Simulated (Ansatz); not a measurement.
An Ansatz (a first-principles code) input (PBEsol (Ansatz, PAW, no spin-orbit coupling)):

Ansatz 0.2 input:
```yaml
crystal:
  lattice:
    - [4.5473770363, 0, 0]
    - [2.2736885182, 3.9381440341, 0]
    - [2.2736885182, -1.312714678, 3.8075060165]
  atoms:
    - { symbol: Sn, position: [0, 0, 0] }
    - { symbol: Sn, position: [0.5, 0.25, 0.75] }
basis: { ecutwfc: 420, ecutrho_ratio: 4, xc_grid: 2, fft_grid_basis: typed }
kpoints: { mp_grid: { grid: [15, 15, 15] } }
hamiltonian:
  xc: pbesol
  dispersion: none
  pseudopotentials: { kind: paw }
scf: { occupations: { method: fermi_dirac, width: 0.1 } }
relax: { f_tol: 0.005, max_steps: 50, cell: { stress_tol: 0.01, fix: [a, b, gamma] } }
output: { forces: true, stress: true }
checkpoint: { write: state.ck, write_every: 1000 }
```

Question: Which symmetry and how many k-points will the program report, and about how many plane waves at Γ?

Answer: Space group R-3m (ITA 166) with 12 operations, k-points 344 of 3375, and 1351 plane waves at Γ.

Question: And the final pressure?

Answer: 1.03 GPa (compression positive).

The cells carry an imposed strain or load. Stability against distortions was not tested. The cell was made from Sn in the diamond structure (space group Fd-3m, No. 227) by this change: biaxial strain −1.67 %, plane normal [111], relaxed out of plane.
